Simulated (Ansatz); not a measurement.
# Effect of uniaxial strain ε_zz = −2.50 % on HfN

The reference is HfN in the rock salt structure (space group Fm-3m, No. 225; a = 4.4683 Å; relaxed with 0.1 eV smearing). Axes: x, y, z lie along the cube axes.

One thing is altered: uniaxial strain ε_zz = −2.50 %, all other strain components held at zero, atoms relaxed at fixed cell.

Computed with LDA/PAW in Ansatz (a first-principles code), no SOC. k-mesh 22×22×22 (Γ-centred); smearing 0.1 eV (Fermi–Dirac).

Volume per atom: 10.87 Å³ (base 11.15 Å³)
Space group: I4/mmm (No. 139) (base Fm-3m (No. 225))
Energy relative to the base (free energy F): +16 meV/atom
Pressure (mean of the normal stresses, compression positive): 8.5 GPa (base 0.0 GPa)
Band gap: zero (base zero)
Stress (xx, yy, zz, yz, xz, xy; compression positive): (3.0, 3.0, 19.6, 0.0, 0.0, 0.0) GPa

Final structure:

```
CELL_PARAMETERS angstrom
      0.00000     2.23415     2.17830
      2.23415     0.00000     2.17830
      2.23415     2.23415     0.00000
ATOMIC_POSITIONS crystal
  Hf 0.00000 0.00000 0.00000
  N  0.50000 0.50000 0.50000
```

Stability against distortions was not tested. All final runs are without spin polarisation. An odd electron count without spin: HfN.
